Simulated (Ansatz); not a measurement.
We consider DyPd3 (Pm-3m, No. 221), described by r²SCAN+rVV10 in Ansatz (PAW).

Numerical settings: plane-wave cutoff 560 eV, 14×14×14 k mesh, Fermi–Dirac smearing 0.05 eV, spin-polarised with parallel moments, scalar-relativistic PAW data made under PBE.

Computed at the level's own relaxed cell.

Problem. Predict the lattice constant a.

Solution. 
* **lattice constant a**: 4.073 Å

Note: the magnetic order was assumed, not searched for or taken from measurement; the 4f shell is treated without U or exact exchange, so its levels and filling can be wrong.

Spin–orbit coupling is not included.

Static lattice: no zero-point or thermal effects.

The result took very roughly 13 core-minutes.

Ansatz is a quantum-chemistry and plane-wave program.
